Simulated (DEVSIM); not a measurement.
Device: Co/SiO2/n-GaAs capacitor, at 300 K.

| layer (left to right) | material | thickness (nm) | Nd (cm⁻³) |
|---|---|---|---|
| 1 | SiO2 | 2.20 | - |
| 2 | GaAs | 8900 | 5.2e15 |

Metal gate on the left, work function 5 eV. Fixed charge at the semiconductor interface 0 cm⁻² (in units of +e); no interface traps.

The device is made up for the run: typed textbook-type constants, with dimensions and the other settings drawn at random. Values at 300 K; Nc and Nv go as T^1.5, mobilities as T to minus their exponent, the gap by Varshni's rule with the affinity fixed.

```tsv
parameter	SiO2	GaAs
gap (eV)	9	1.424
affinity (eV)	0.9	4.07
permittivity	3.9	12.9
Nc (cm⁻³)	-	4.7e17
Nv (cm⁻³)	-	9e18
Varshni α (eV/K)	-	0.000541
Varshni β (K)	-	204
```

Model (solved in DEVSIM): 1D Poisson equation in equilibrium, Boltzmann statistics, complete ionisation; no quantum confinement or tunnelling. Metal contacts follow the ideal Schottky-Mott rule: no Fermi-level pinning, no interface dipoles.

Base results: threshold voltage (band bending 2φF) (V) -0.33; minimum of the low-frequency capacitance (μF/cm²) 0.0221; flat-band voltage (V) 0.81.

Task: What follows from this one change: temperature 300 → 400 K?

Result: threshold voltage (band bending 2φF) -0.33 → -0.20 V; minimum of the low-frequency capacitance 0.0221 → 0.0253 μF/cm²; flat-band voltage 0.81 → 0.76 V.

Task: What follows from this one change: gate work function 5 → 4.85 eV?

Result: threshold voltage (band bending 2φF) -0.33 → -0.48 V; minimum of the low-frequency capacitance little changed (0.0224 μF/cm²); flat-band voltage 0.81 → 0.66 V.

Task: What follows from this one change: interface trap density 0 → 1e+12 cm^-2 eV^-1?

Result: threshold voltage (band bending 2φF) -0.33 → -0.38 V; minimum of the low-frequency capacitance 0.0221 → 0.164 μF/cm²; flat-band voltage 0.81 → 0.87 V.
